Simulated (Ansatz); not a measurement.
The starting structures come from a database of crystals and need not be the phases stable at ambient conditions.

The decay constant κ of evanescent states in the gap governs leakage through a thin film.

Given:

```xyz
18
Lattice="5.7854 0.0000 0.0000 -2.5338 9.0679 0.0000 -0.3470 0.5778 5.8542" Properties=species:S:1:pos:R:3 pbc="T T T"
Cs     0.9460     6.9889     4.9913
Cs     1.9587     2.6568     0.8629
Cs     0.9668     0.5529     4.2513
Cs     1.9379     9.0928     1.6029
Li    -0.7546     4.1077     1.0467
Li     3.6592     5.5380     4.8075
Li     0.5016     4.1961     3.4212
Li     2.4031     5.4496     2.4330
Ti     4.0114     3.0357     3.9850
Ti    -1.1067     6.6100     1.8692
O      3.6470     6.7534     3.3685
O     -0.7423     2.8923     2.4857
O     -0.7482     4.1633     5.0463
O      3.6528     5.4824     0.8079
O      3.7479     1.3909     4.6570
O     -0.8432     8.2548     1.1972
O      2.4232     3.9702     3.7426
O      0.4815     5.6754     2.1116
```

Space group of this cell: P-1. The cell is taken as given.

Transport runs along the normal of the first two printed cell vectors.

The gap is the functional's own, uncorrected, and κ follows it; spin-orbit coupling is left out. Mid-gap values are interpolated between the computed energies.

Problem. State the band gap and the smallest decay constant κ at mid-gap according to r2SCAN (Ansatz, an electronic-structure program).

Solution. Gap 4.69 eV on a 6×4×6 mesh; κ = 0.464 1/Å, at the zone centre.
